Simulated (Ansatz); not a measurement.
Al(111) slab, cut from fcc Al: Al64, 4 atomic planes, area 115 Å², cell height 19.1 Å with vacuum; both faces free, started from the bulk cut, in-plane cell fixed at 1.008 times the relaxed lattice. Method: PBE (plane waves, PAW; Ansatz, a program for electronic structure). Mean temperature 291 K, 10.0 ps sampled after 5.7 ps of Langevin dynamics; k-points: 2x2x1 mesh shifted by half a step in the plane; no spin polarisation or spin-orbit coupling. So thin a slab has no true bulk in its middle, and the cell admits only reconstructions that fit it.

| plane (from the bottom) | atoms | start height (Å) | mean height (Å) | spread of site heights (Å) | rms motion, normal (Å) | rms motion, in plane (Å) | in-plane shift from the start (Å) | coordination |
|---|---|---|---|---|---|---|---|---|
| 1 | Al16 | -3.53 | -3.56 | 0.01 | 0.15 | 0.12 | 0.01 | 9.0 |
| 2 | Al16 | -1.18 | -1.18 | 0.00 | 0.11 | 0.10 | 0.01 | 12.0 |
| 3 | Al16 | 1.18 | 1.18 | 0.00 | 0.11 | 0.10 | 0.00 | 12.0 |
| 4 | Al16 | 3.53 | 3.56 | 0.01 | 0.14 | 0.12 | 0.02 | 9.0 |

- outer plane spacing: 2.38 Å against 2.35 Å at the start (+1 %)
- normal motion of the outer planes over that of the middle: 1.4
- in-plane diffusion: none seen within 10.0 ps
- coordination in the top plane: 9-fold 100 %
- mean vibrational (phonon) frequency: 5.5 THz

A denser in-plane k-mesh moves the forces of one frame by 0.05 eV/Å rms. Bonds are counted up to Al-Al 3.48 Å; heights count from the centre of mass.
